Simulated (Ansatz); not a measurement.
Start from SiC (space group P6_3mc, No. 186; a = 3.0781 Å, c = 10.0760 Å).

All numbers come from DFT with PBEsol, PAW potentials and a 420 eV plane-wave cutoff in Ansatz (a first-principles code), scalar-relativistic without spin-orbit coupling.

Before the change:

Pressure: -0.01 GPa
Band gap: 2.12 eV
Valence-band top at Γ: 0.00, 0.00, -0.05 eV
Smallest direct gap: 3.24 eV

It is then changed as follows: an isotropic linear strain of −3.00 %, atoms relaxed at fixed cell.

Task: How does this affect the pressure, band gap, valence-band top at Γ, energy relative to the base and smallest direct gap?

Result: The pressure (mean of the normal stresses, compression positive) increases by 24.203 GPa, from -0.01 GPa to 24.20 GPa; the band gap rises by 0.01 eV (2.12 eV → 2.13 eV); the valence-band top at Γ (three highest levels, from the VBM) changes from 0.00, 0.00, -0.05 eV to 0.00, 0.00, -0.06 eV; the energy goes up by 63 meV/atom; the smallest direct gap increases by 0.033 eV to 3.28 eV.

Whether these cells are dynamically stable was not tested.
